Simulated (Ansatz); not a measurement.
Base system: Ti in the hcp (Mg type) structure (space group P6_3/mmc, No. 194; a = 2.9364 Å, c = 4.6402 Å; relaxed with 0.1 eV smearing). Axes: x lies along a and z along c of the hexagonal cell.

Level of theory: r2SCAN (Ansatz, a quantum-chemistry and plane-wave program), no spin-orbit coupling.

Before the change:

```
Item                             Value
-----------------------------  -------
Pressure                       0.0 GPa
Shortest interatomic distance  2.874 Å
```

One thing is altered: tensile biaxial strain of 1.00 % in the plane normal to [001], as in epitaxy on a mismatched substrate; the out-of-plane cell vector and the atoms relax.

Question: Predict the new pressure and shortest interatomic distance.

Answer: The pressure (mean of the normal stresses, compression positive) goes from zero to -1.4 GPa; the shortest interatomic distance shrinks by 0.0042 Å, from 2.874 Å to 2.869 Å.

No phonon test of stability was made. The final runs are not spin-polarised.
